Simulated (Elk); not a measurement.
Band structure of Mg2Ge (Fm-3m, 3 atoms in the cell).

```
CELL_PARAMETERS angstrom
      0.00000     3.18430     3.18430
      3.18430     0.00000     3.18430
      3.18430     3.18430     0.00000
ATOMIC_POSITIONS crystal
  Mg 0.75000 0.75000 0.75000
  Mg 0.25000 0.25000 0.25000
  Ge 0.00000 0.00000 0.00000
```

Method: LDA (PW92), all-electron FP-LAPW, Elk's shipped species files, APW+lo basis with extra local orbitals in Elk.

Settings: xctype = 3; rgkmax = 7.5; stype = 0; swidth = 0.00183747 Ha; ngridk = 9 9 9; gmaxvr = 16 1/bohr; nxlo = 2; lorbcnd = true; lmaxi = 3.

The starting cell comes from a database of computed structures (which also holds hypothetical and non-ambient phases and stackings), without a prior relaxation at this level. Values depend on the basis (sphere radii, cutoffs, local orbitals), which need not be converged.

Levels in eV from the Fermi level, bands 14 to 21:
```tsv
point	14	15	16	17	18	19	20	21
Γ	-9.93	-0.11	-0.11	-0.11	0.82	2.71	2.71	2.71
X	-8.24	-4.67	-2.12	-2.12	0.03	0.38	7.75	7.75
W	-8.21	-3.81	-3.81	-2.81	2.68	3.60	3.64	3.64
K	-8.27	-4.23	-3.63	-1.79	0.58	2.99	5.90	5.99
L	-8.70	-4.98	-0.85	-0.85	0.81	2.66	2.66	4.70
U	-8.27	-4.23	-3.63	-1.79	0.58	2.99	5.90	5.99
```
